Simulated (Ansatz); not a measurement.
ZnCu₂SnS₄ (space group I-4, No. 82)

Space group I-4 (No. 82); a = 5.4685 Å, b = 5.4685 Å, c = 10.9351 Å, α = 90.00°, β = 90.00°, γ = 90.00°

```csv
atom,site,symmetry,x,y,z
Cu,2a,-4..,0.0000,0.0000,0.0000
Cu,2c,-4..,0.0000,0.5000,0.2500
Zn,2d,-4..,0.5000,0.0000,0.2500
Sn,2b,-4..,0.0000,0.0000,0.5000
S,8g,1,0.2584,0.2663,0.3706
```
(The calculation used a cell of 8 atoms; values per cell refer to that cell.)

Computed with Ansatz (a program for electronic structure), PBE, PAW, cutoff 420 eV, scalar-relativistic without spin-orbit coupling, earlier PAW set. k-mesh 9×9×9 (Γ-centred); smearing 0.05 eV (Fermi–Dirac).

```yaml
volume_per_atom: 20.44 Å³
density: 4.46 g/cm³
band_gap: zero
Lowest conduction-band minima above the VBM: Γ 0.04 eV; X (0, 0, 1/2) 0.47 eV
total_energy: -3275.706 eV/atom (σ→0; compares only within this code and set-up)
```

No phonon test of stability was made. The final runs are not spin-polarised. Gaps under 0.05 eV, about the width of the smearing, are given as zero. The zero or small gap of ZnCu2SnS4 can change with the level of theory.
